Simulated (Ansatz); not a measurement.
The starting structures come from a database of crystals and need not be the phases stable at ambient conditions.

Inside the gap of an insulator the Bloch states are evanescent, with a wavenumber k + iκ along the transport direction.

Consider the following.

```yaml
crystal:
  lattice:
    - [6.45775, 0.00000, 0.00000]
    - [2.41812, 5.98792, 0.00000]
    - [2.01981, -2.99396, 5.37896]
  atoms:
    - { symbol: Rb, position: [0.23475, 0.76525, 0.00000] }
    - { symbol: Rb, position: [0.48475, 0.01525, 0.50000] }
    - { symbol: H, position: [0.39574, 0.24242, 0.08204] }
    - { symbol: H, position: [0.83962, 0.52222, 0.91796] }
    - { symbol: H, position: [0.00758, 0.85426, 0.58204] }
    - { symbol: H, position: [0.72778, 0.41038, 0.41796] }
    - { symbol: P, position: [0.75146, 0.24854, 0.00000] }
    - { symbol: P, position: [0.00146, 0.49854, 0.50000] }
    - { symbol: O, position: [0.72766, 0.54486, 0.55760] }
    - { symbol: O, position: [0.01274, 0.71474, 0.44240] }
    - { symbol: O, position: [0.70514, 0.52234, 0.05760] }
    - { symbol: O, position: [0.53526, 0.23726, 0.94240] }
    - { symbol: O, position: [0.19861, 0.24359, 0.26962] }
    - { symbol: O, position: [0.02603, 0.53177, 0.73038] }
    - { symbol: O, position: [0.00641, 0.05139, 0.76962] }
    - { symbol: O, position: [0.71823, 0.22397, 0.23038] }
```

Space group of this cell: Fdd2. The cell is taken as given; by PBEsol its mean pressure is 2.8 GPa.

Transport runs along the normal of the first two printed cell vectors.

No gap correction and no spin-orbit coupling; mid-gap values are interpolated between computed energies.

Task: Predict the band gap and the smallest decay constant κ at mid-gap from PBEsol run with Ansatz (a quantum-chemistry and plane-wave program).

Result: Gap 5.51 eV on a 6×6×6 mesh; κ = 0.493 1/Å, at the zone centre.
